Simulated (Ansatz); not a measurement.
Defect migration in ferroelectric LiNbO3: O vacancy, charge state +2. Level of theory: PBE, PAW (plane waves to 420 eV; Ansatz, an electronic-structure program).

120-site cell at the relaxed PBE lattice, the Γ point alone, smearing 0.01 eV, spin-restricted, no finite-size correction. Static, classical nuclei. The charge state is imposed; whether it is stable for some Fermi level was not computed. Forms of the defect that were not tried may lie lower.

Barriers: single points on a 2×2×2 k-point mesh shifted by half a step along c at the bands' geometries.

The step: a nearby O atom hops onto the vacant site. Atoms about the jump, Cartesian Å from the middle of the jump, before and after:

```tsv
atom	x0	y0	z0	x1	y1	z1
O1	-1.12	0.46	0.02	1.12	-0.46	-0.02
Nb2	0.13	0.91	-1.57	0.41	0.80	-1.57
Li3	0.17	0.84	1.76	0.32	0.80	1.76
Li4	0.10	-2.46	-0.91	0.18	-2.17	-0.74
O5	0.86	2.16	-0.02	0.64	2.11	0.02
O6	-0.39	-0.74	-2.31	-0.42	-0.73	-2.29
O7	-0.74	-0.91	2.34	-0.80	-0.87	2.21
O8	-1.71	-2.32	-0.02	-1.74	-2.22	-0.03
Nb9	-2.31	-0.78	0.86	-2.60	-1.06	1.17
O10	1.86	0.96	-2.29	2.00	0.96	-2.43
O11	2.18	0.70	2.21	2.21	0.70	2.34
Nb12	3.24	-0.76	1.17	2.81	-0.69	0.84
O13	-0.81	2.22	-2.43	-0.76	2.08	-2.31
O14	1.90	-1.96	2.23	1.85	-2.00	2.30
O15	-0.68	2.53	2.34	-0.73	2.46	2.34
O16	1.77	-2.36	-2.32	1.82	-2.35	-2.37
Li17	2.81	2.20	-0.74	3.01	2.34	-0.81
O18	-2.92	0.73	2.29	-2.97	0.70	2.23
Nb19	0.28	-2.23	3.19	0.20	-2.21	3.17
O20	3.82	0.57	-0.03	3.84	0.61	-0.03
O21	1.23	-3.90	-0.03	1.23	-3.87	-0.02
Li22	-2.50	2.40	-0.81	-2.50	2.51	-0.91
O23	3.44	-2.23	0.01	3.45	-2.24	-0.02
O24	-3.93	-0.49	-0.02	-3.98	-0.50	0.01
```

Where do these atoms stand at the saddle point, and how high is it?


```csv
atom,x,y,z
O1,0.09,-0.16,0.00
Nb2,0.25,0.77,-1.60
Li3,0.26,0.73,1.71
Li4,0.09,-2.09,-0.73
O5,0.85,2.34,-0.16
O6,-0.48,-0.70,-2.55
O7,-0.84,-0.92,2.41
O8,-1.74,-2.31,-0.01
Nb9,-2.49,-1.02,1.11
O10,1.96,0.92,-2.35
O11,2.18,0.72,2.25
Nb12,3.17,-0.72,1.15
O13,-0.93,2.13,-2.26
O14,1.86,-1.95,2.26
O15,-0.69,2.50,2.28
O16,1.76,-2.29,-2.35
Li17,2.82,2.26,-0.75
O18,-2.90,0.75,2.20
Nb19,0.25,-2.24,3.21
O20,3.84,0.61,0.00
O21,1.20,-3.84,-0.03
Li22,-2.51,2.55,-0.92
O23,3.38,-2.19,0.00
O24,-3.89,-0.46,0.00
```
It lies 0.71 eV above the start and 0.71 eV above the end. The program found a first-order saddle point.
